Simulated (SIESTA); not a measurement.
## Convergence series on La₃BeInS₇ (P6_3, 24 atoms in the cell)

```
La3BeInS7
1.0
   10.13053     0.00000     0.00000
   -5.06527     8.77330     0.00000
    0.00000     0.00000     6.08414
La Be In S
6 2 2 14
Direct
  0.13650   0.39337   0.24887
  0.74313   0.13650   0.74887
  0.60663   0.74313   0.24887
  0.86350   0.60663   0.74887
  0.25687   0.86350   0.24887
  0.39337   0.25687   0.74887
  0.33333   0.66667   0.66135
  0.66667   0.33333   0.16135
  0.00000   0.00000   0.01481
  0.00000   0.00000   0.51481
  0.08163   0.23820   0.77013
  0.84343   0.08163   0.27013
  0.76180   0.84343   0.77013
  0.91837   0.76180   0.27013
  0.15657   0.91837   0.77013
  0.23820   0.15657   0.27013
  0.40520   0.52005   0.52957
  0.88515   0.40520   0.02957
  0.47995   0.88515   0.52957
  0.59480   0.47995   0.02957
  0.11485   0.59480   0.52957
  0.52005   0.11485   0.02957
  0.33333   0.66667   0.01010
  0.66667   0.33333   0.51010
```

Computed with GGA PBEsol, numerical atomic orbitals DZP, PseudoDojo PBEsol standard norm-conserving potentials (rewritten from UPF to PSML) (SIESTA).

The starting cell comes from a database of computed structures (which also holds hypothetical and non-ambient phases and stackings), without a prior relaxation at this level. Its lattice was rescaled by a random factor within 2.5 % of one. Values carry the incompleteness of an atom-centred basis.

Held fixed: XC.functional = GGA; XC.authors = PBEsol; potentials = PseudoDojo PBEsol standard; PAO.BasisSize = DZP; PAO.EnergyShift = 0.01 Ry; MeshCutoff = 400 Ry; kgrid.MonkhorstPack = 4 4 5; OccupationFunction = MP; OccupationMPOrder = 0; ElectronicTemperature = 0.01 eV; PAO.Polarization.NonPerturbative = true; MaxSCFIterations = 150; SCF.Mixer.Method = Pulay; SCF.Mixer.Weight = 0.1; SCF.Mixer.History = 6. Moved along with it: SCF.DM.Tolerance, SCF.DM.Converge, SCF.H.Converge, SCF.FreeE.Converge.

ΔF is the free energy per atom less that of the last row (1.0E-12 eV).

The series runs over SCF.FreeE.Tolerance = 1.0E-01 eV; 1.0E-02 eV; 1.0E-03 eV; 1.0E-04 eV; 1.0E-05 eV; 1.0E-06 eV; 1.0E-08 eV; 1.0E-10 eV; 1.0E-12 eV.

Q: From which setting on does the energy stay within 0.5 meV/atom of the last one?

A: From SCF.FreeE.Tolerance = 1.0E-02 eV on; the one before it is off by 2.7 meV/atom.

```json
[
 {"SCF.FreeE.Tolerance": "1.0E-01 eV", "ΔF (meV/atom)": "2.7", "pressure (GPa)": "0.96", "largest force (eV/Å)": "0.548", "gap on the mesh (eV)": "1.562", "iterations": "5"},
 {"SCF.FreeE.Tolerance": "1.0E-02 eV", "ΔF (meV/atom)": "0.06", "pressure (GPa)": "0.97", "largest force (eV/Å)": "0.514", "gap on the mesh (eV)": "1.536", "iterations": "7"},
 {"SCF.FreeE.Tolerance": "1.0E-03 eV", "ΔF (meV/atom)": "0.06", "pressure (GPa)": "0.97", "largest force (eV/Å)": "0.514", "gap on the mesh (eV)": "1.536", "iterations": "7"},
 {"SCF.FreeE.Tolerance": "1.0E-04 eV", "ΔF (meV/atom)": "0.00", "pressure (GPa)": "0.95", "largest force (eV/Å)": "0.505", "gap on the mesh (eV)": "1.538", "iterations": "10"},
 {"SCF.FreeE.Tolerance": "1.0E-05 eV", "ΔF (meV/atom)": "0.00", "pressure (GPa)": "0.95", "largest force (eV/Å)": "0.505", "gap on the mesh (eV)": "1.538", "iterations": "10"},
 {"SCF.FreeE.Tolerance": "1.0E-06 eV", "ΔF (meV/atom)": "0.00", "pressure (GPa)": "0.95", "largest force (eV/Å)": "0.504", "gap on the mesh (eV)": "1.538", "iterations": "12"},
 {"SCF.FreeE.Tolerance": "1.0E-08 eV", "ΔF (meV/atom)": "0.00", "pressure (GPa)": "0.95", "largest force (eV/Å)": "0.505", "gap on the mesh (eV)": "1.538", "iterations": "15"},
 {"SCF.FreeE.Tolerance": "1.0E-10 eV", "ΔF (meV/atom)": "0.00", "pressure (GPa)": "0.95", "largest force (eV/Å)": "0.505", "gap on the mesh (eV)": "1.538", "iterations": "20"},
 {"SCF.FreeE.Tolerance": "1.0E-12 eV", "ΔF (meV/atom)": "0.00", "pressure (GPa)": "0.95", "largest force (eV/Å)": "0.505", "gap on the mesh (eV)": "1.538", "iterations": "31"}
]
```

The gap is read on the k-point mesh of the run and can differ from the gap over the whole zone at this level.
